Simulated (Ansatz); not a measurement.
What pressure 3 GPa does to CsPbCl3

Start from CsPbCl3 in the cubic perovskite structure (space group Pm-3m, No. 221; a = 5.6735 Å).

Perturbation: cell and atoms relaxed at a pressure of 3 GPa.

Computed with Ansatz (a quantum-chemistry and plane-wave program) r2SCAN, scalar-relativistic without spin-orbit coupling. Settings: 6×6×6 k-points, 0.05 eV Fermi–Dirac smearing.

```json
[
 {"quantity": "volume per atom", "base": "36.52 Å³", "changed": "33.17 Å³", "shift": "-3.35 Å³"},
 {"quantity": "density", "base": "4.06 g/cm³", "changed": "4.47 g/cm³", "shift": "+0.41 g/cm³"},
 {"quantity": "lattice parameter a", "base": "5.674 Å", "changed": "5.494 Å", "shift": "-0.1791 Å"},
 {"quantity": "shortest interatomic distance", "base": "2.837 Å", "changed": "2.747 Å", "shift": "-0.090 Å"},
 {"quantity": "enthalpy H = E + PV relative to the base's energy", "base": "–", "changed": "+0.65 eV/atom", "shift": "–"},
 {"quantity": "band gap", "base": "2.46 eV", "changed": "1.97 eV", "shift": "-0.482 eV"},
 {"quantity": "gap character", "base": "direct at R", "changed": "direct at R", "shift": "–"},
 {"quantity": "mean gap deformation potential ΔEg/Δln V", "base": "–", "changed": "+5.0 eV", "shift": "–"},
 {"quantity": "width of the top valence band", "base": "2.46 eV", "changed": "3.27 eV", "shift": "+0.81 eV"},
 {"quantity": "electron mass (degenerate bands, along [100])", "base": "0.12, 0.88, 0.88 mₑ (at R)", "changed": "0.10, 0.77, 0.77 mₑ (at R)", "shift": "–"},
 {"quantity": "hole mass", "base": "0.21 mₑ (at R)", "changed": "0.16 mₑ (at R)", "shift": "–"},
 {"quantity": "valley order (the lowest conduction-band minima on the path, energy above the VBM, named in the base's zone)", "base": "R along ⟨111⟩ 2.46 eV; Γ 3.99 eV", "changed": "R along ⟨111⟩ 1.97 eV; Γ 3.43 eV", "shift": "–"}
]
```

Final structure:

```
CsPbCl3
1.0
    5.49440     0.00000     0.00000
    0.00000     5.49440     0.00000
    0.00000     0.00000     5.49440
Cs Pb Cl
1 1 3
Direct
  0.00000   0.00000   0.00000
  0.50000   0.50000   0.50000
  0.00000   0.50000   0.50000
  0.50000   0.50000   0.00000
  0.50000   0.00000   0.50000
```

Cost of the whole job for the changed cell (relaxation, final SCF and bands): about 80 core-seconds (a rough figure).

With Pb present, leaving out spin-orbit coupling can change the band edges. Load acts through the strain it causes; cell and atoms are relaxed under it. Effective masses come from finite differences of ±0.01 Å⁻¹. Whether these cells are dynamically stable was not tested. Many cubic perovskites are stable only at high temperature; tilts and polar distortions were not tested. This is not the structure that CsPbCl3 has at room temperature and ambient pressure.
